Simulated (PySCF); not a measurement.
PySCF 2.14.0, WB97X/def2-svp, df: Te(F)(iPr) (CC(C)[Te]F), 12 atoms. The geometry is a generated start, not checked to be a minimum at this level.

* **task**: energy
* **method**: wb97x
* **basis**: def2-svp
* **two-electron scheme**: density fitting
* **mol.max_memory**: 3000 MB
* **mf.max_cycle**: 100
* **mf.conv_tol**: 1e-09 (default)
* **mf.grids.level**: 3 (default)
* **effective core potentials**: those of the basis set, past Kr
* **basis functions**: 117
* **grid points**: 147232

```xyz
12

Te     1.7258     0.6074     1.3389
F      1.9133     2.4002     0.4759
C     -0.1500     0.2308     0.2882
C     -0.6676    -1.1225     0.7351
C      0.0694     0.3021    -1.2084
H     -0.8376     1.0172     0.6004
H     -1.6477    -1.3072     0.2961
H      0.0032    -1.9165     0.4118
H     -0.7661    -1.1716     1.8178
H      0.4842     1.2677    -1.4883
H     -0.8793     0.1717    -1.7295
H      0.7525    -0.4793    -1.5381
```

With the defaults (mf.DIIS = CDIIS, mf.diis = true, mf.init_guess = minao, mf.level_shift = 0, mf.diis_space = 8, mf.damp = 0, mf.diis_start_cycle = 1, newton = off) it converges in 16 Fock builds. One run each on 2 threads, 1 BLAS thread, with these changes:
- mf.level_shift = 1 Hartree
- mf.DIIS = ADIIS
- newton = Hessian by the SCF's own integrals
- mf.init_guess = 1e
- mf.DIIS = EDIIS
- mf.diis_space = 20
- mf.diis_space = 3
- mf.diis = false, mf.damp = 0.7, mf.diis_start_cycle = 999
- mf.diis = false

Task: Which runs fail or end elsewhere than the default run?

Result: No convergence: mf.DIIS = EDIIS; mf.diis = false (the run ends without SCF convergence in 100 cycles). The rest reach the solution of the defaults.

| setting | Fock builds | end |
|---|---|---|
| the defaults | 16 | same solution |
| mf.diis_space = 20 | 16 | same solution |
| mf.init_guess = 1e | 19 | same solution |
| mf.diis_space = 3 | 19 | same solution |
| mf.DIIS = ADIIS | 24 | same solution |
| mf.level_shift = 1 Hartree | 39 | same solution |
| mf.diis = false, mf.damp = 0.7, mf.diis_start_cycle = 999 | 42 | same solution |
| newton = Hessian by the SCF's own integrals | 73 | same solution |
| mf.DIIS = EDIIS | 101 | no convergence |
| mf.diis = false | 101 | no convergence |

Under newton the count holds the products with the orbital Hessian.
